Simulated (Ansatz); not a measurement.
A self-consistent single point of CaMg (Pmm2, 4 atoms in the cell) with Ansatz (a first-principles code).

Method: LDA (PW92), default PAW files made with PBE (plane waves; Ansatz).

The change in words: lattice scaled by 0.98; kpoints.mp_grid.grid: 6 9 6 → 5 7 5. Reference geometry:
```
CELL_PARAMETERS angstrom
      5.69089     0.00000     0.00000
      0.00000     3.90916     0.00000
      0.00000     0.00000     5.71262
ATOMIC_POSITIONS crystal
  Ca 0.75000 0.50000 0.75418
  Ca 0.25000 0.50000 0.25457
  Mg 0.75000 0.00000 0.24229
  Mg 0.25000 0.00000 0.75771
```

Reference input (self-consistent single point, DFT, LDA (PW92), plane waves, default PAW files made with PBE): basis.ecutwfc = 30.9 Ry; kpoints.mp_grid.grid = 6 9 6; hamiltonian.xc = lda; hamiltonian.pseudopotentials = {kind: paw} (the program's default PAW files); scf.occupations.method = fermi_dirac; scf.occupations.width = 0.0073 Ry. This run's input differs from it in these lines:

Ansatz 0.2 input:
```diff
@@ -3,5 +3,5 @@
   lattice:
-    - [5.69089300, 0.00000000, 0.00000000]
-    - [0.00000000, 3.90915900, 0.00000000]
-    - [0.00000000, 0.00000000, 5.71262100]
+    - [5.57707500, 0.00000000, 0.00000000]
+    - [0.00000000, 3.83097600, 0.00000000]
+    - [0.00000000, 0.00000000, 5.59836900]
   atoms:
@@ -14,3 +14,3 @@
 kpoints:
-  mp_grid: { grid: [6, 9, 6] }
+  mp_grid: { grid: [5, 7, 5] }
 hamiltonian:
```

Output (repeated stretches shortened):

```
SCF iter   1: F=—  HF=-7348.864613 eV  |F-HF|=—  |Δ(HF+E_count)|=         —  Δρ=4.75e-3  dr2=1.06e-2  ethr=1.77e-3  ⟨swp⟩=7.1  Hψ=4495  notcnv=0
all-band conjugate gradients solve this SCF's bands
preconditioner: auto → Kerker (q_TF=auto, 2.273 Å⁻¹)
SCF iter   2: F=—  HF=-7348.857538 eV  |F-HF|=—  |Δ(HF+E_count)|=   7.08e-3  Δρ=2.10e-3  dr2=2.55e-3  ethr=2.64e-5  ⟨swp⟩=2.0  Hψ=1795  notcnv=0
SCF iter   3: F=—  HF=-7348.857159 eV  |F-HF|=—  |Δ(HF+E_count)|=   3.78e-4  Δρ=5.91e-4  dr2=3.65e-4  ethr=6.38e-6  ⟨swp⟩=2.0  Hψ=1537  notcnv=0
SCF iter   4: F=—  HF=-7348.857170 eV  |F-HF|=—  |Δ(HF+E_count)|=   1.07e-5  Δρ=9.68e-5  dr2=1.53e-5  ethr=9.14e-7  ⟨swp⟩=2.0  Hψ=1013  notcnv=0
SCF iter   5: F=—  HF=-7348.857165 eV  |F-HF|=—  |Δ(HF+E_count)|=   4.38e-6  Δρ=1.31e-5  dr2=1.38e-7  ethr=3.82e-8  ⟨swp⟩=3.0  Hψ=1693  notcnv=0
SCF iter   6: F=-7348.857166 eV  HF=-7348.857166 eV  |F-HF|=1.57e-9  |Δ(HF+E_count)|=   1.65e-8  Δρ=2.40e-6  dr2=7.04e-9  ethr=2.50e-10  ⟨swp⟩=5.9  Hψ=3718  notcnv=0
SCF 1 converged in 6 iterations: F = -7348.857166 eV  dr2 = 7.04e-9
Free energy (F): -7348.857166 eV
Internal energy: -7348.741688 eV  (E = F + TS)
E sigma→0 (E₀):  -7348.799427 eV
Entropy (-TS):   -0.115478 eV (-28.869 meV/atom)
Fermi energy:    5.386706 eV
--- Forces (eV/Å), atoms counted from 1 ---
  atom   1  Ca     0.00000000     0.00000000    -0.13031319
  atom   2  Ca     0.00000000     0.00000000     0.02179798
  atom   3  Mg     0.00000000     0.00000000     0.11775542
  atom   4  Mg     0.00000000     0.00000000    -0.00923640
--- Stress (GPa, compression-positive) ---
       -1.034125       0.000000       0.000000
        0.000000      -0.801005       0.000000
        0.000000       0.000000      -1.191437
  P = ⅓ Tr σ = -1.0089 GPa (-10.089 kbar)
  The stress holds the Pulay correction. Without it, at fixed plane waves, as pw.x and ABINIT print it: P = -1.0116 GPa
```

The run converged in 6 iterations. Against the reference run the free energy drops by 17.8 meV/atom, the pressure goes from -2.35 to -1.01 GPa and the largest force goes from 0.105 to 0.130 eV/Å.

The starting cell comes from a database of computed structures (which also holds hypothetical and non-ambient phases and stackings), without a prior relaxation at this level. Its lattice was rescaled by up to half a per cent. One atom was moved a little off its site on purpose. For this run, on top of that: lattice scaled by 0.98. Ansatz's pressure includes its estimate of the finite-basis (Pulay) stress.
